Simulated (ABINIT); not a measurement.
# A self-consistent single point of LiCrP2S7 (C2, 11 atoms in the cell) with ABINIT

Level of theory: LDA (PW92), PAW (JTH v2.0 LDA PAW) (plane waves; ABINIT).

Input as run:

```
# LiCrP2S7, JTH v2.0 LDA PAW
pp_dirpath "./"
pseudos "Li.LDA_PW-JTH.xml, Cr.LDA_PW-JTH.xml, P.LDA_PW-JTH.xml, S.LDA_PW-JTH.xml"
acell 12.3318359104 12.3318359104 11.5815452977
rprim
         0.6571061442   -0.7537980600   -0.0000000000
         0.6571061442    0.7537980600   -0.0000000000
        -0.1873692470   -0.0000000000    0.9822895527
natom 11
ntypat 4
znucl 3 24 15 16
typat 1 2 3 3 4 4 4 4 4 4 4
xcart
         7.0183124358    7.2921157928    5.6882154749
         8.1033251464   -0.0375546845   -0.0000000000
        10.7941058988    2.9155077343   10.4489105344
         3.2425189727    2.9155077343    0.9275204153
        10.6320400068    3.1125768708    2.1360386751
         3.4045848647    3.1125768708    9.2403922746
        10.3604800734   -3.1244753847    2.7160091249
         3.6761447981   -3.1244753847    8.6604218248
         9.0445597620    0.4315070432    8.1024078867
         4.9920651095    0.4315070432    3.2740230630
         8.1033251464   -8.6403661492   -0.0000000000
ecut 30 Ha
pawecutdg 60 Ha
pawxcdev 0
ixc 7
nsppol 2
spinat
      0 0 0
      0 0 3
      0 0 0
      0 0 0
      0 0 0
      0 0 0
      0 0 0
      0 0 0
      0 0 0
      0 0 0
      0 0 0
occopt 3
tsmear 0.00036749
nband 46
kptopt 1
ngkpt 2 2 3
nshiftk 1
shiftk 0 0 0
nstep 50
toldfe 1.0e-09
prtwf 0
prtden 0
enunit 2
```

Output (repeated stretches shortened):

```
 Symmetries : space group C2 (#  5); Bravais mC (1-face-center monocl.)

 -outvars: echo values of preprocessed input variables --------
            acell      1.2331835910E+01  1.2331835910E+01  1.1581545298E+01 Bohr
             ecut      3.00000000E+01 Hartree
           enunit           2
              ixc           7
         kptrlatt        2    0    0      0    2    0      0    0    3
          kptrlen      2.46636718E+01
            natom          11
            nband          46
            ngfft          64      64      60
          ngfftdg          90      90      90
             nkpt           6
           nspden           2
           nsppol           2
            nstep          50
             nsym           2
           ntypat           4
           occopt           3
        pawecutdg      6.00000000E+01 Hartree
         pawxcdev           0
            rprim      6.5710614420E-01 -7.5379806000E-01 -0.0000000000E+00
                       6.5710614420E-01  7.5379806000E-01 -0.0000000000E+00
                      -1.8736924700E-01 -0.0000000000E+00  9.8228955270E-01
          spgroup           5
           spinat      0.0000000000E+00  0.0000000000E+00  0.0000000000E+00
                       0.0000000000E+00  0.0000000000E+00  3.0000000000E+00
                       0.0000000000E+00  0.0000000000E+00  0.0000000000E+00
                       0.0000000000E+00  0.0000000000E+00  0.0000000000E+00
                       0.0000000000E+00  0.0000000000E+00  0.0000000000E+00
                       0.0000000000E+00  0.0000000000E+00  0.0000000000E+00
                       0.0000000000E+00  0.0000000000E+00  0.0000000000E+00
                       0.0000000000E+00  0.0000000000E+00  0.0000000000E+00
                       0.0000000000E+00  0.0000000000E+00  0.0000000000E+00
                       0.0000000000E+00  0.0000000000E+00  0.0000000000E+00
   [... lines left out ...]

== DATASET  1 ==================================================================

 Exchange-correlation functional for the present dataset will be:
  LDA: Perdew-Wang 92 LSD fit to Ceperley-Alder data - ixc=7
 Citation for XC functional:
  J.P.Perdew and Y.Wang, PRB 45, 13244 (1992)

 Real(R)+Recip(G) space primitive vectors, cartesian coordinates (Bohr,Bohr^-1):
 R(1)=  8.1033251 -9.2957140  0.0000000  G(1)=  0.0617031 -0.0537882  0.0117697
 R(2)=  8.1033251  9.2957140  0.0000000  G(2)=  0.0617031  0.0537882  0.0117697
 R(3)= -2.1700254  0.0000000 11.3764310  G(3)=  0.0000000  0.0000000  0.0879010
 Unit cell volume ucvol=  1.7138865E+03 bohr^3
 Angles (23,13,12)=  9.70722867E+01  9.70722867E+01  9.78409149E+01 degrees

 Coarse grid specifications (used for wave-functions):

 getcut: wavevector=  0.0000  0.0000  0.0000  ngfft=  64  64  60
         ecut(hartree)=     30.000   => boxcut(ratio)=   2.10117

 Fine grid specifications (used for densities):

 getcut: wavevector=  0.0000  0.0000  0.0000  ngfft=  90  90  90
         ecut(hartree)=     60.000   => boxcut(ratio)=   2.09306

   3.61017789E+03                                ecore*ucvol(ha*bohr**3)

_setup2: Arith. and geom. avg. npw (full set) are   13457.583   13457.575
--- !BeginCycle
solver: {iscf: 17, nstep: 50, nline: 4, wfoptalg: 10, }
tolerances: {toldfe: 1.00E-09, }
...

     iter   Etot(hartree)     deltaE(h) residm    nres2    magn
 ETOT  1  -180.70808319236    -1.81E+02 1.27E+00 7.03E+02 0.483
 ETOT  2  -184.97722812697    -4.27E+00 2.93E-01 4.03E+03 0.048
 ETOT  3  -181.19989321548     3.78E+00 1.79E-01 6.86E+02 0.661
 ETOT  4  -181.50353818548    -3.04E-01 1.17E-01 5.20E+02 0.282
 ETOT  5  -181.18603974119     3.17E-01 5.21E-02 3.06E+02 0.337
 ETOT  6  -181.09056734117     9.55E-02 6.75E-02 9.09E+01 1.784
   [... 16 lines left out ...]
 ETOT 23  -181.07620462265    -1.90E-08 4.39E-04 8.74E-07 3.000
 ETOT 24  -181.07620463009    -7.44E-09 1.55E-04 3.53E-07 3.000
 ETOT 25  -181.07620463459    -4.50E-09 1.90E-04 8.21E-08 3.000
 ETOT 26  -181.07620463522    -6.34E-10 6.83E-05 1.54E-08 3.000
 ETOT 27  -181.07620463536    -1.34E-10 8.19E-05 4.24E-09 3.000
 At SCF step   27, etot is converged :
  for the second time, diff in etot=  1.335E-10 < toldfe=  1.000E-09

 Cartesian components of stress tensor (hartree/bohr^3)
  sigma(1 1)=  1.26037186E-04  sigma(3 2)=  0.00000000E+00
  sigma(2 2)=  1.28994046E-04  sigma(3 1)=  3.31209507E-06
  sigma(3 3)=  1.22187155E-04  sigma(2 1)=  0.00000000E+00

 Integrated electronic and magnetization densities in atomic spheres:
 Radius=ratsph(iatom), smearing ratsm=  0.0000. Diff(up-dn)=approximate z local magnetic moment.
 Atom    Radius    up_density   dn_density  Total(up+dn)  Diff(up-dn)
    1   1.60265     0.995325     0.994462      1.989787     0.000863
    2   2.10818     7.310131     4.691882     12.002013     2.618248
    3   1.60765     0.796476     0.785956      1.582432     0.010520
    4   1.60765     0.796476     0.785956      1.582432     0.010520
    5   1.90380     1.782297     1.797633      3.579929    -0.015336
    6   1.90380     1.782297     1.797633      3.579929    -0.015336
    7   1.90380     1.787847     1.795687      3.583533    -0.007840
    8   1.90380     1.787847     1.795687      3.583533    -0.007840
    9   1.90380     1.792023     1.795845      3.587868    -0.003822
   10   1.90380     1.792023     1.795845      3.587868    -0.003822
   11   1.90380     1.794538     1.783502      3.578040     0.011036
  Sum:             22.417279    19.820087     42.237365     2.597192
 Total magnetization (from the atomic spheres):             2.597192
 Total magnetization (exact up - dn):                       3.000001

 ----iterations are completed or convergence reached----

 reduced coordinates (array xred) for   11 atoms
       0.107770000039      0.892230000011      0.500000000000
       0.502020000025      0.497980000025      0.000000000000
       0.632190000049      0.945830000037      0.918469999990
       0.054170000014      0.367810000002      0.081530000010
       0.513750000034      0.848590000023      0.187760000008
       0.151410000028      0.486250000016      0.812239999992
       0.839300000022      0.503180000033      0.238740000005
       0.496820000017      0.160700000029      0.761259999995
   [... lines left out ...]
 Fermi (or HOMO) energy (hartree) =   0.13072   Average Vxc (hartree)=  -0.32844
 Fermi (or HOMO) energy (eV) =   3.55714   Average Vxc (eV)=  -8.93718
   [... lines left out ...]
 -65.83023  -43.27563  -37.61062  -37.56490  -37.55320  -12.77714  -11.90260   -9.91936
  -9.46341   -9.37383   -9.20447   -9.10075   -5.52987   -5.39200   -2.69587   -2.31008
  -2.19981   -2.17435   -1.27223   -1.00653   -0.65825    0.25284    0.39481    0.47851
   1.12999    1.15563    1.39451    1.57212    1.89866    1.90423    2.17379    2.48997
   2.79954    4.26840    4.70630    5.19006    5.55693    5.63419    6.10279    6.11655
   6.33421    6.80052    7.18934    7.34850    7.66296    7.96670
 prteigrs : prtvol=0 or 1, do not print more k-points.

--- !EnergyTerms
comment             : Components of total free energy in Hartree
kinetic             :  5.26487627046255E+01
hartree             :  6.50296320629815E+01
xc                  : -3.53102550926487E+01
Ewald energy        : -9.97318160951103E+01
psp_core            :  2.10642768213653E+00
local_psp           : -1.75015071798560E+02
spherical_terms     :  9.19611791317212E+00
internal            : -1.81076202623403E+02
'-kT*entropy'       :  1.03961613475481E-15
total_energy        : -1.81076202623403E+02
total_energy_eV     : -4.92733405749657E+03
...

-Cartesian components of stress tensor (GPa)         [Pressure= -3.6994E+00 GPa]
- sigma(1 1)=  3.70814142E+00  sigma(3 2)=  0.00000000E+00
- sigma(2 2)=  3.79513522E+00  sigma(3 1)=  9.74451849E-02
- sigma(3 3)=  3.59486960E+00  sigma(2 1)=  0.00000000E+00

 Calculation completed.
```

The run converged in 27 iterations.

The starting cell comes from a database of computed structures (which also holds hypothetical and non-ambient phases and stackings), without a prior relaxation at this level. With one magnetic atom in the cell only a parallel order is possible. With a pressure of about -4 GPa the cell is away from its equilibrium volume at this level.

Cost on one core of a shared machine: roughly 20 min.
